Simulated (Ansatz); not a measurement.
Results of LDA (Ansatz, a program for electronic structure, plane waves, PAW) for IrC (model structure, started from the WC type, P-6m2, No. 187, 2 atoms in the cell).

Settings: plane-wave cutoff 520 eV, 24×24×20 k mesh (along the axes of the cell as run), Fermi–Dirac smearing 0.05 eV, no spin polarisation, scalar-relativistic PAW data made under PBE.

Cell (relaxed at this level):

Space group P-6m2 (No. 187); a = b = 3.0004 Å, c = 2.6291 Å, α = β = 90.00°, γ = 120.00°

```csv
atom,site,symmetry,x,y,z
Ir,1a,-6m2,0.0000,0.0000,0.0000
C,1f,-6m2,0.6667,0.3333,0.5000
```

**Question.** What does this level give for the bulk modulus?

**Answer.** 
* **bulk modulus**: 368 GPa

Note: the run has no spin polarisation, so it can have missed a magnetic state; the bulk modulus is −V dP/dV from two relaxed cells at ±2 % in volume; the relaxation could raise the start's symmetry but not lower it, so the cell can be a saddle point.

Spin–orbit coupling is not included; it can open a gap where bands touch, and shift volumes and moduli.

A model structure was made by putting elements into a prototype or built by hand; it is no filed structure, need not be a known phase, and can be a saddle point held by its symmetry.
